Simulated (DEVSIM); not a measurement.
Structure: Au/SiO2/n-Si capacitor, at 300 K.

Layer 1 from the left is SiO2, thickness (nm) 7.70. Layer 2 from the left is Si, thickness (nm) 390, Nd (cm⁻³) 2.2e18.

Metal gate on the left, work function 5.1 eV. Fixed charge at the semiconductor interface 9.7e11 cm⁻² (in units of +e); no interface traps.

This is a model device: material constants are rounded textbook-type values typed into the input, and sizes, dopings and lifetimes were drawn at random. Values at 300 K.

SiO2: gap (eV) 9, affinity (eV) 0.9, permittivity 3.9. Si: gap (eV) 1.124, affinity (eV) 4.05, permittivity 11.7, Nc (cm⁻³) 2.86e19, Nv (cm⁻³) 3.1e19.

Simulated with DEVSIM: 1D Poisson equation in equilibrium, Boltzmann statistics, complete ionisation; no quantum confinement or tunnelling. Metal contacts follow the ideal Schottky-Mott rule: no Fermi-level pinning, no interface dipoles.

Q: What does the simulation give for the flat-band voltage?

A: flat-band voltage 0.64 V.
